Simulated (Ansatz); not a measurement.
Consider Rb in the bcc (W type) structure (space group Im-3m, No. 229; a = 5.5713 Å; relaxed with 0.1 eV smearing).

Method: PBEsol in Ansatz (plane waves to 420 eV, PAW, no SOC).

Strains are applied to the cell and any free atomic positions relax.

One change was made to it. Results:

| quantity | base | after |
|---|---|---|
| energy relative to the base (free energy F) | 0 meV/atom | +0.7 meV/atom |
| pressure | 0.0 GPa | -0.1 GPa |

Q: What was done to the base?
A) isotropic strain −2.50 %
B) isotropic strain +1.00 %
C) isotropic strain +3.00 %
D) isotropic strain +2.00 %

A: B, isotropic strain +1.00 %. For comparison, the energy relative to the base in the other runs: isotropic strain +3.00 % gives +5.8 meV/atom; isotropic strain −2.50 % gives +4.7 meV/atom; isotropic strain +2.00 % gives +2.7 meV/atom.

Stability against distortions was not tested. All final runs are without spin polarisation.

Ansatz is an electronic-structure program.
